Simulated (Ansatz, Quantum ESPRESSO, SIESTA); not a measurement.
# LaGe₂Pd₂ (I4/mmm, 5 atoms in the cell) computed with different codes at matched settings

Self-consistent single point, at a second geometry (lattice scaled by 0.98). First geometry:

```
CELL_PARAMETERS angstrom
     -2.19478     2.19478     5.05204
      2.19478    -2.19478     5.05204
      2.19478     2.19478    -5.05204
ATOMIC_POSITIONS crystal
  La 0.00000 0.00000 0.00000
  Ge 0.62413 0.62413 0.00000
  Ge 0.37587 0.37587 0.00000
  Pd 0.25000 0.75000 0.50000
  Pd 0.75000 0.25000 0.50000
```

Shared settings, as Ansatz (a quantum-chemistry and plane-wave program) writes them: kpoints.mp_grid.grid = 7 7 7; scf.occupations.method = fermi_dirac; scf.occupations.width = 0.1 eV. Potentials and cutoffs stand in the table.

| code | model | ΔF from the first geometry (meV/atom) | pressure (GPa) | largest force (eV/Å) | cutoff |
|---|---|---|---|---|---|
| Ansatz | PBEsol, PAW files made with PBE | 4.3 | 4.63 | 0.118 | default |
| Quantum ESPRESSO | PBEsol, GBRV 1.5 ultrasoft (PBESOL) pseudopotentials | 5.3 | 4.72 | 0.142 | 50 Ry |
| SIESTA | GGA PBEsol, numerical atomic orbitals DZP, PseudoDojo PBEsol standard norm-conserving potentials (rewritten from UPF to PSML) | 14.1 | 5.77 | 0.055 | grid 400 Ry |

On Ansatz's run: spin polarisation is off.

The spread over the programs that give each value: ΔF from the first geometry within 9.8 meV/atom; pressure within 1.14 GPa; largest force within 0.087 eV/Å.

SIESTA uses small atom-centred bases, whose incompleteness enters pressures, forces and empty levels differently from a plane-wave cutoff. Ansatz's pressure is given at a fixed set of plane waves, as the other plane-wave codes print theirs; with its correction for the finite basis it is 4.67 GPa. In the pressure, SIESTA (by 1.10) lies more than 1 GPa from the median of the plane-wave programs.

The starting cell comes from a database of computed structures (which also holds hypothetical and non-ambient phases and stackings), without a prior relaxation at this level. For this run, on top of that: lattice scaled by 0.98.

Left out of this page: FLEUR (with a known weakness of the program).

Keys are those of Ansatz 0.2.
